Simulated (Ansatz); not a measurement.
A computed series for HfS2: pressure series

The reference is HfS$_{2}$ in the CdI2 type structure (space group P-3m1, No. 164; layered, stacked along the Cartesian z axis).

```xyz
3
Lattice="3.5475 0.0000 0.0000 -1.7737 3.0722 0.0000 0.0000 0.0000 5.5768" Properties=species:S:1:pos:R:3 pbc="T T T"
Hf     0.0000     0.0000     0.0000
S      0.0000     2.0481     1.4606
S      1.7737     1.0241     4.1163
```

Cell and atoms are relaxed at each pressure.

Method: PBEsol-D3(BJ), PAW, 420 eV (Ansatz, a quantum-chemistry and plane-wave program; no SOC).

```csv
change,c/a ratio,lattice parameter a
base,1.572,3.547 Å
pressure −2 GPa,1.622,3.585 Å
pressure −1 GPa,1.589,3.565 Å
pressure 1.8 GPa,1.554,3.519 Å
pressure 4.2 GPa,?,?
pressure 9 GPa,1.534,3.423 Å
pressure 18 GPa,1.544,3.325 Å
pressure 30 GPa,1.578,3.205 Å
pressure 45 GPa,1.621,3.085 Å
pressure 60 GPa,1.661,2.991 Å
```

Q: Some entries are withheld; estimate them.

A: 
- pressure 4.2 GPa, c/a ratio: 1.542
- pressure 4.2 GPa, lattice parameter a: 3.485 Å

The mesh was chosen for an insulator and is coarse for the gapless case. Load acts through the strain it causes; cell and atoms are relaxed under it. No phonon test of stability was made. No other phases were tried under pressure. All final runs are without spin polarisation.
